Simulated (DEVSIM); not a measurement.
Device: Pd/HfO2/n-GaAs capacitor, at 400 K.

Layer 1 from the left is HfO2, thickness (nm) 3.10. Layer 2 from the left is GaAs, thickness (nm) 1400, Nd (cm⁻³) 2.2e17.

Metal gate on the left, work function 5.2 eV. Fixed charge at the semiconductor interface -1e10 cm⁻² (in units of +e); no interface traps.

The device is made up for the run: typed textbook-type constants, with dimensions and the other settings drawn at random. Values at 300 K; Nc and Nv go as T^1.5, mobilities as T to minus their exponent, the gap by Varshni's rule with the affinity fixed.

HfO2: gap (eV) 5.7, affinity (eV) 2.5, permittivity 22. GaAs: gap (eV) 1.424, affinity (eV) 4.07, permittivity 12.9, Nc (cm⁻³) 4.7e17, Nv (cm⁻³) 9e18, Varshni α (eV/K) 0.000541, Varshni β (K) 204.

Q: Estimate by hand the flat-band voltage, the threshold voltage, and compare with a numerical solution.

A: 
- Flat-band voltage: C = 6.28 μF/cm², work-function difference 1.089 V; VFB = φms − qNf/C = 1.09 V; numerical 1.09 V.
- Threshold voltage: φF = 0.597 V, depletion charge √(4εqNφF) = 3.10e-7 C/cm²; VT = VFB − 2φF − Qd/C = -0.15 V; numerical -0.15 V.

Model (solved in DEVSIM): 1D Poisson equation in equilibrium, Boltzmann statistics, complete ionisation; no quantum confinement or tunnelling. Metal contacts follow the ideal Schottky-Mott rule: no Fermi-level pinning, no interface dipoles.
